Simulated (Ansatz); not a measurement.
**A computed series for ZnSiP2: pressure series**

Start from ZnSiP2 in the chalcopyrite structure (space group I-42d, No. 122).

```xyz
8
Lattice="-2.7093 2.7093 5.2697 2.7093 -2.7093 5.2697 2.7093 2.7093 -5.2697" Properties=species:S:1:pos:R:3 pbc="T T T"
Zn     0.0000     2.7093     2.6349
Zn     0.0000     0.0000     0.0000
Si     2.7093     0.0000     2.6349
Si     0.0000     0.0000     5.2697
P      1.3547     1.4484    -1.3174
P      1.3547     1.2610     3.9523
P      3.9703     1.3547     1.3174
P     -1.2610     1.3547     6.5871
```

Cell and atoms are relaxed at each pressure.

All numbers come from PBE/PAW in Ansatz (an electronic-structure program), no spin-orbit coupling.

Candidates:
(a) pressure 100 GPa
(b) pressure 30 GPa
(c) pressure 3 GPa
(d) pressure −1 GPa
(e) pressure 7 GPa

For the base:

The band gap comes out as 1.36 eV.

### Question
Order them by band gap, lowest first.

### Answer
(a) pressure 100 GPa (zero), (b) pressure 30 GPa (0.76 eV), (e) pressure 7 GPa (1.19 eV), (c) pressure 3 GPa (1.28 eV), (d) pressure −1 GPa (1.38 eV)

A case with no gap was solved on a k-mesh chosen for an insulator, which is coarse for it. From pressure 100 GPa on, the axis ratios lie over 15 % from the base's, so the cell there is far from its starting form. Load acts through the strain it causes; cell and atoms are relaxed under it. No phonon test of stability was made. No other phases were tried under pressure. All final runs are without spin polarisation.
